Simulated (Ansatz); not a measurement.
Input and output of a relaxation of cell and atoms for CaSnF4 (P4/mmm, 6 atoms in the cell) (Ansatz, a quantum-chemistry and plane-wave program).

Level of theory: LDA (PW92), PAW files made with PBE (plane waves; Ansatz).

```xyz
6
Lattice="4.0046 0.0000 0.0000 0.0000 4.0046 0.0000 0.0000 0.0000 5.7805" Properties=species:S:1:pos:R:3 pbc="T T T"
Ca     0.0000     0.0000     2.8902
Sn     2.0023     2.0023     0.0000
F      2.0023     0.0000     1.5361
F      2.0023     0.0000     4.2444
F      0.0000     2.0023     1.5361
F      0.0000     2.0023     4.2444
```

Reference input (self-consistent single point, DFT, LDA (PW92), plane waves, PAW files made with PBE): basis.ecutwfc = 420 eV; kpoints.mp_grid.grid = 8 8 5; hamiltonian.xc = lda; hamiltonian.pseudopotentials = {kind: paw} (the program's default PAW files); scf.occupations.method = fermi_dirac; scf.occupations.width = 0.01 eV. This run's input differs from it in these lines:

```diff
@@ -22,2 +22,4 @@
   occupations: { method: fermi_dirac, width: 0.01 }
+relax:
+  cell: {}
 output:
```

Output (repeated stretches shortened):

```
   [... SCF lines of the steps left out ...]
relax step   1: F+E_penalty+E_count = -10834.44867992 eV  Δ(F+E_penalty+E_count) = +0.000e0 eV  max|allowed force component| = 2.674e-2 eV/Å  Δτ_max = 0.0000 Å  P = -7.240 GPa  Ω = 92.698 Å³  (9 SCF iters, dr2 threshold 1.00e-7 eV, accepted)
relax step   2: F+E_penalty+E_count = -10834.61547451 eV  Δ(F+E_penalty+E_count) = -1.668e-1 eV  max|allowed force component| = 4.205e-1 eV/Å  Δτ_max = 0.0361 Å  P = +3.744 GPa  Ω = 81.863 Å³  energy of the carried Pulay correction = +3.269e-2 eV  [...]
   [... lines left out ...]
relax step   7: F+E_penalty+E_count = -10834.65817417 eV  Δ(F+E_penalty+E_count) = -1.312e-3 eV  max|allowed force component| = 3.301e-4 eV/Å  Δτ_max = 0.0004 Å  P = +0.004 GPa  Ω = 84.236 Å³  energy of the carried Pulay correction = +9.649e-4 eV  [...]
relax step   8: F+E_penalty+E_count = -10834.65723400 eV  Δ(F+E_penalty+E_count) = +9.402e-4 eV  max|allowed force component| = 3.424e-4 eV/Å  Δτ_max = 0.0000 Å  P = -0.011 GPa  Ω = 84.236 Å³  stress off target by 1.83e-2 GPa  SCF on the basis [...]
basis re-selected at this cell: Δ(F+E_penalty+E_count) = +9.402e-4 eV, ΔP = -0.014 GPa vs the last step
the relaxation is at rest under the 16 symmetry operations that the run kept from its start: a minimum is not shown …
Stability not checked: this state was not tested for a lower state beside it, because too few of the mixer's solves of this state at the end of the SCF gave a …
Free energy (F): -10834.657234 eV
Internal energy: -10834.657234 eV  (E = F + TS)
   [... lines left out ...]
Fermi energy:    8.075856 eV
  cell:  # Å, volume = 84.2360 Å³
   [... lines left out ...]
    - { symbol: Sn, position: [0.5, 0.5, -5.032939933089818e-19] }
    - { symbol: F, position: [0.5, -4.50681265051626e-36, 0.26676032759293355] }
    - { symbol: F, position: [0.5, -4.6946780497561815e-36, 0.7332396724070663] }
    - { symbol: F, position: [-2.372583437900957e-35, 0.5, 0.26676032759293355] }
    - { symbol: F, position: [-1.9217064797251234e-35, 0.5, 0.7332396724070663] }
```

The run converged. 

Summary of the result:
```
Property                                                                                                                 Value
------------------------------------------------  ----------------------------------------------------------------------------
Free energy E − TS (on the zero of these files)                                                                 -10834.6572 eV
Top of the valence band (on the code's own zero)                                                                       6.39 eV
Gap on the k-point mesh                                                                                                3.35 eV
Pressure                                                                                                             -0.01 GPa
Final cell                                        a = 3.8776 Å, b = 3.8776 Å, c = 5.6025 Å, α = 90.00°, β = 90.00°, γ = 90.00°
Final volume per atom                                                                                                 14.04 Å³
Relaxation steps                                                                                                             8
```

The starting cell comes from a database of computed structures (which also holds hypothetical and non-ambient phases and stackings), without a prior relaxation at this level. The relaxation keeps the symmetry of its start, so its end need not be a minimum. Ansatz's pressure includes its estimate of the finite-basis (Pulay) stress.

Cost on one core of a shared machine: roughly 60 s.

Keys are those of Ansatz 0.2.
